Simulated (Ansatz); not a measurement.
## Band gap of zinc-blende PbS (model structure) at several levels of theory

No measured value is used here.

| level (code) | value (eV) | cell (Å³/atom) |
|---|---|---|
| LDA (Ansatz) | 0.51 | 33.95 |
| PBEsol (Ansatz) | 0.68 | 35.05 |
| r²SCAN (Ansatz) | 0.99 | 35.97 |
| r²SCAN-D4 (Ansatz) | 0.97 | 35.60 |
| r²SCAN+rVV10 (Ansatz) | 0.89 | 35.38 |

Computed values are for a static lattice. Spin–orbit coupling is included only where a level's name says +SOC; with heavier elements it mostly lowers gaps and can invert bands.  LDA, PBEsol, r²SCAN, r²SCAN-D4, r²SCAN+rVV10: the gap is read on the k mesh or supercell of the run alone and can be too large. Each level is taken at its own relaxed cell. Ansatz's density-functional and Hartree–Fock values are scalar-relativistic unless marked +SOC, with PAW data made under PBE.

A model structure was made by putting elements into a prototype or built by hand; it is no filed structure, need not be a known phase, and can be a saddle point held by its symmetry.

Ansatz is a quantum-chemistry and plane-wave program.
